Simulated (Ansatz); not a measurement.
The parent structure is ZnSnP₂ in the chalcopyrite structure (space group I-42d, No. 122).

```xyz
8
Lattice="-2.8252 2.8252 5.6627 2.8252 -2.8252 5.6627 2.8252 2.8252 -5.6627" Properties=species:S:1:pos:R:3 pbc="T T T"
Zn     0.0000     2.8252     2.8313
Zn     0.0000     0.0000     0.0000
Sn     2.8252     0.0000     2.8313
Sn     0.0000     0.0000     5.6627
P      1.4126     1.2897    -1.4157
P      1.4126     1.5355     4.2470
P      1.5355    -1.4126     7.0784
P      1.2897     4.2377     1.4157
```

Cartesian axes are those of the cell as printed.

Computed with r2SCAN (Ansatz, a quantum-chemistry and plane-wave program; PAW; 500 eV plane waves; spin-orbit coupling left out).

Strains are applied to the cell and any free atomic positions relax; under biaxial strain the out-of-plane vector relaxes too.

One change was made to it. Results:

```json
[
 {"quantity": "valence-band top at Γ (three highest levels, from the VBM)", "base": "0.00, 0.00, -0.01 eV", "after": "0.00, -0.12, -0.23 eV"},
 {"quantity": "shortest interatomic distance", "base": "2.380 Å", "after": "2.366 Å"},
 {"quantity": "pressure (mean of the normal stresses, compression positive)", "base": "0.01 GPa", "after": "0.43 GPa"},
 {"quantity": "energy relative to the base (free energy F)", "base": "0 meV/atom", "after": "+3.7 meV/atom"}
]
```

Question: Name the change that was made.
A. strain tensor (xx, yy, zz, yz, xz, xy) = (+0.60, +0.50, −1.82, −1.50, +0.58, −1.07) %
B. biaxial strain −4.55 %, plane normal [001], relaxed out of plane
C. strain tensor (xx, yy, zz, yz, xz, xy) = (−1.32, +0.64, +0.14, −0.39, −0.96, +0.77) %

Answer: C, strain tensor (xx, yy, zz, yz, xz, xy) = (−1.32, +0.64, +0.14, −0.39, −0.96, +0.77) %. For comparison, the valence-band top at Γ in the other runs: strain tensor (xx, yy, zz, yz, xz, xy) = (+0.60, +0.50, −1.82, −1.50, +0.58, −1.07) % gives 0.00, -0.13, -0.32 eV; biaxial strain −4.55 %, plane normal [001], relaxed out of plane gives 0.00, 0.00, -0.58 eV.

The levels and masses belong to the bands next to the band gap. Stability against distortions was not tested.
